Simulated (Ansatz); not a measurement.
The starting structures come from a database of crystals and need not be the phases stable at ambient conditions.

Evanescent states of BaAlBO$_{3}$F$_{2}$ (P-62c, not sure to be the ambient phase, 16 atoms a cell, 12.1 Å³ an atom) along the normal of (111)

These are PBEsol (plane waves, PAW; Ansatz, a program for electronic structure) values and carry that method's errors.

No gap correction and no spin-orbit coupling; mid-gap values are interpolated between computed energies.

Energies count from the valence-band top; κ is the least over a 4×4 mesh across the current.

```tsv
E (eV)	κ (1/Å)	where
0.14	0.250	off Γ
0.43	0.368	Γ
0.72	0.395	Γ
1.01	0.416	Γ
1.30	0.432	Γ
1.59	(withheld)	Γ
1.89	(withheld)	Γ
2.17	(withheld)	Γ
2.46	(withheld)	Γ
2.75	(withheld)	Γ
3.04	(withheld)	Γ
3.33	(withheld)	Γ
3.62	(withheld)	Γ
3.92	(withheld)	Γ
4.21	(withheld)	Γ
4.50	(withheld)	Γ
4.79	(withheld)	Γ
5.08	0.337	Γ
5.37	0.300	Γ
5.66	0.253	Γ
5.95	0.187	Γ
6.24	0.053	Γ
```

Question: Some entries are withheld; supply them.

Answer: 
- 1.59, κ (1/Å): 0.444
- 1.89, κ (1/Å): 0.452
- 2.17, κ (1/Å): 0.458
- 2.46, κ (1/Å): 0.460
- 2.75, κ (1/Å): 0.459
- 3.04, κ (1/Å): 0.455
- 3.33, κ (1/Å): 0.449
- 3.62, κ (1/Å): 0.439
- 3.92, κ (1/Å): 0.427
- 4.21, κ (1/Å): 0.410
- 4.50, κ (1/Å): 0.391
- 4.79, κ (1/Å): 0.366
